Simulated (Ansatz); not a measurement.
System: Ta2H (C222, No. 21, 3 atoms in the cell; start mp-24082). Method: r²SCAN (Ansatz, a program for electronic structure, PAW).

Settings: plane-wave cutoff 560 eV, 20×20×12 k mesh (along the axes of the cell as run), Fermi–Dirac smearing 0.05 eV, scalar-relativistic PAW data made under PBE.

Cell (relaxed at this level):

```yaml
crystal:
  lattice:
    - [1.71309, -2.37154, 0.00000]
    - [1.71309, 2.37154, 0.00000]
    - [0.00000, 0.00000, 4.76276]
  atoms:
    - { symbol: Ta, position: [0.00000, 0.50000, 0.26397] }
    - { symbol: Ta, position: [0.50000, 0.00000, 0.73603] }
    - { symbol: H, position: [0.00000, 0.00000, 0.00000] }
```

### Question
Give the computed bulk modulus.

### Answer

bulk modulus: 213 GPa

The run finds no gap.

Note: the bulk modulus is −V dP/dV from two relaxed cells at ±2 % in volume; the relaxation could not lower the start's symmetry, so the cell can be a saddle point above a distorted one.

Spin–orbit coupling is not included; it can open a gap where bands touch, and shift volumes and moduli.

Computed values are for the static lattice.

The result took about 16 core-minutes (a rough figure).

A start named mp-… is a Materials Project structure, which need not be a measured phase.
